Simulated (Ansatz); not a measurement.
Consider this model of amorphous Si51N54.

```
N18Si17
1.0
   10.68491     0.00000     0.00000
    0.00000    10.68491     0.00000
    0.00000     0.00000    10.68491
Si N
51 54
Direct
  0.72809   0.49231   0.69075
  0.16305   0.85531   0.81336
  0.57976   0.63142   0.08406
  0.13685   0.49468   0.02407
  0.75655   0.77297   0.94934
  0.29352   0.05692   0.14971
  0.60825   0.29676   0.49200
  0.26921   0.04907   0.64917
  0.67365   0.01675   0.02881
  0.53779   0.59050   0.52745
  0.76615   0.17125   0.27890
  0.71029   0.45091   0.28826
  0.82073   0.22349   0.99384
  0.44178   0.51357   0.69791
  0.94399   0.39768   0.62320
  0.85018   0.52028   0.96182
  0.30853   0.30129   0.98537
  0.99749   0.31395   0.41993
  0.93669   0.39400   0.18580
  0.98898   0.69128   0.28670
  0.19532   0.80854   0.54303
  0.63917   0.66666   0.28742
  0.66267   0.91559   0.40121
  0.75424   0.23421   0.72674
  0.97748   0.62720   0.72681
  0.83938   0.83529   0.18091
  0.21163   0.38621   0.25961
  0.58071   0.41535   0.11812
  0.94608   0.97396   0.99494
  0.56320   0.03628   0.62597
  0.74402   0.76283   0.63840
  0.19135   0.64087   0.37611
  0.43754   0.29553   0.24207
  0.43315   0.07381   0.39696
  0.43172   0.11360   0.87513
  0.58361   0.36606   0.90388
  0.00892   0.13106   0.65881
  0.89917   0.50948   0.36667
  0.16284   0.12926   0.39720
  0.42142   0.87245   0.98597
  0.98172   0.79787   0.47819
  0.89758   0.99785   0.49071
  0.34110   0.66711   0.91830
  0.00969   0.11227   0.17628
  0.40979   0.79562   0.38690
  0.35847   0.40033   0.46168
  0.21829   0.76523   0.13948
  0.12728   0.11839   0.90208
  0.21614   0.45576   0.74701
  0.78487   0.98161   0.76735
  0.04499   0.72552   0.98832
  0.44714   0.27232   0.90237
  0.19476   0.38826   0.90696
  0.69448   0.33505   0.62101
  0.50197   0.93127   0.36354
  0.08259   0.96456   0.90548
  0.48193   0.72016   0.98725
  0.99752   0.57368   0.00375
  0.32499   0.40596   0.62920
  0.68280   0.61915   0.59656
  0.72929   0.62284   0.00696
  0.07374   0.72283   0.82298
  0.41786   0.05778   0.72022
  0.27691   0.13259   0.98136
  0.15570   0.28882   0.37960
  0.18092   0.91460   0.66743
  0.90447   0.00599   0.66016
  0.90762   0.81026   0.00024
  0.15503   0.14732   0.73665
  0.31935   0.90441   0.10872
  0.31493   0.33919   0.14149
  0.00010   0.15399   0.01396
  0.67691   0.09178   0.72007
  0.65849   0.89198   0.56536
  0.27174   0.49916   0.36139
  0.91811   0.25234   0.71224
  0.68706   0.29286   0.35057
  0.90891   0.72662   0.61154
  0.40768   0.13147   0.24487
  0.84332   0.55435   0.80115
  0.34974   0.80602   0.53087
  0.15618   0.08007   0.23793
  0.72551   0.14728   0.11749
  0.28806   0.07668   0.48361
  0.28134   0.75161   0.28964
  0.57873   0.47680   0.78431
  0.06979   0.49422   0.68684
  0.53833   0.14419   0.50189
  0.71920   0.28095   0.87672
  0.92904   0.97547   0.16093
  0.24624   0.61921   0.04311
  0.09476   0.41318   0.15665
  0.51952   0.00771   0.96297
  0.73508   0.80025   0.31365
  0.77140   0.04446   0.38425
  0.30949   0.82261   0.87526
  0.86621   0.37473   0.03847
  0.80844   0.04161   0.92065
  0.32658   0.56783   0.79617
  0.51984   0.67873   0.39517
  0.69822   0.86612   0.07556
  0.52006   0.43339   0.47367
  0.73766   0.82622   0.79379
  0.92539   0.23123   0.26171
  0.02289   0.11508   0.48813
```

Methods: PBE, scalar-relativistic without spin-orbit coupling (Ansatz, an electronic-structure program); r2SCAN, scalar-relativistic without spin-orbit coupling (Ansatz); HSE06, scalar-relativistic without spin-orbit coupling (Ansatz). Neutral PBE cell, which sets geometry, pressure and energy: sampling: a 2×2×2 Γ-centred mesh; Fermi-Dirac width 0.02 eV; no spin polarisation. The usual formal charges leave 42 electrons over, so the level spacing at the Fermi energy parts defect or band states and needn't be the band gap. Exact exchange is cut at the faces of this 11 Å cell, which leaves hybrid gaps a finite-size error.

A CHGNet melt-quench gave the starting glass, which DFT then relaxed. N atoms were pushed apart under 1.9 Å during the dynamics, to hinder bonds among them. The hot cell started wider than the set density and was brought back towards it in steps. It is the lowest in DFT energy of 2 quenches. It is a model cell: composition and starting density were chosen by hand, and all elements were melted together. No dispersion term was used. Its density started from a set value of 3.09 and ended at 2.98 g/cm³. Cooling (nominally 120 K/ps over its main leg) ran many orders faster than in experiment, which tends to leave more defects and strain. A cell of this size samples the disorder only roughly. The volume was free in the relaxation, at fixed shape.

Task: Give the pressure, the energy against reference phases and the spacing of the highest filled and lowest empty levels.

Result: 
Pressure on a 2×2×2 Γ-centred mesh: -0.02 GPa
Largest force and stress component on that mesh (the relaxation ran on the zone centre alone): 0.15 eV/Å and 3.1 GPa
Energy relative to beta Si3N4 + silicon (lowest mix at this level among the phases computed, not always the ambient ones): 0.390 eV/atom
Level spacing at the Fermi energy on a 2×2×2 Γ-centred mesh (PBE): 0.85 eV
Level spacing at the Fermi energy at the zone centre (PBE): 1.15 eV
Level spacing at the Fermi energy at the zone centre (r2SCAN): 1.32 eV
Level spacing at the Fermi energy at the zone centre (HSE06): 1.83 eV
Distance between the nearest levels spread over more than a fifth of the atoms or a third of the atoms of their main element (six at least) (PBE, zone centre): 1.15 eV

Task: At PBE and the zone centre, how localised are the states just below and above the Fermi level (participation number: the atoms over which a state spreads)?

Result: The highest filled state is spread over 23.4 atoms' worth, largest on Si15, with weights by element (charge in smoothed Voronoi cells) Si 0.68, N 0.32. The lowest empty state is spread over 19.1 atoms' worth, largest on Si18, with weights by element (charge in smoothed Voronoi cells) Si 0.68, N 0.32.

Bonds are counted up to Si-Si 2.60 Å, Si-N 2.26 Å, N-N 1.70 Å. Two cations that share two anions don't count as bonded, nor two that share one unless they lie closer than Si-Si 2.38 Å.

A PBE run started with 1 μB on atoms that lack a bond or may hold spare charge lost its moments; other starts weren't tried.
